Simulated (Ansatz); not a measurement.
## A computed series for TaS2: response to strain

Base system: TaS2 in the CdI2 type structure (space group P-3m1, No. 164; a = 3.277 Å, c = 5.587 Å; layered, stacked along the Cartesian z axis; relaxed with 0.1 eV smearing). Axes: x lies along a and z along c of the hexagonal cell.

Strains are applied to the cell and any free atomic positions relax; under biaxial strain the out-of-plane vector relaxes too.

Method: PBEsol-D3(BJ) (Ansatz, an electronic-structure program, PAW, no SOC).

Notes on the quantities. pressure: mean of the normal stresses, compression positive.

```csv
variant,volume per atom,pressure
base,17.32 Å³,0.0 GPa
"biaxial strain +1.89 %, plane normal [001], relaxed out of plane",17.84 Å³,-2.7 GPa
"biaxial strain +4.71 %, plane normal [001], relaxed out of plane",18.60 Å³,-5.9 GPa
uniaxial strain ε_zz = −1.88 %,17.00 Å³,1.0 GPa
uniaxial strain ε_zz = +1.29 %,17.55 Å³,-0.5 GPa
```

Stability against distortions was not tested. All final runs are without spin polarisation. An odd electron count without spin: TaS2.
